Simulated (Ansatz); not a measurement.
## BaTiO3, pressure series

Take BaTiO₃ (space group P4mm, No. 99; a = 3.9723 Å, c = 4.1128 Å) as the base.

Cell and atoms are relaxed at each pressure.

Calculations: r2SCAN, PAW, 500 eV (Ansatz, an electronic-structure program; no spin-orbit coupling).

Candidates:
(a) pressure 7 GPa
(b) pressure 15 GPa
(c) pressure −1 GPa
(d) pressure 50 GPa
(e) pressure 3 GPa

Before the change:

The band gap is 2.23 eV.

Problem. Order them by band gap, lowest first.

Solution. (c) pressure −1 GPa (2.22 eV), (e) pressure 3 GPa (2.25 eV), (a) pressure 7 GPa (2.28 eV), (b) pressure 15 GPa (2.35 eV), (d) pressure 50 GPa (2.44 eV)

Load acts through the strain it causes; cell and atoms are relaxed under it. Whether these cells are dynamically stable was not tested. No other phases were tried under pressure. The final runs are not spin-polarised. Along this pressure series the structure jumps between pressure 7 GPa and pressure 15 GPa; cells beyond that are another form of it.
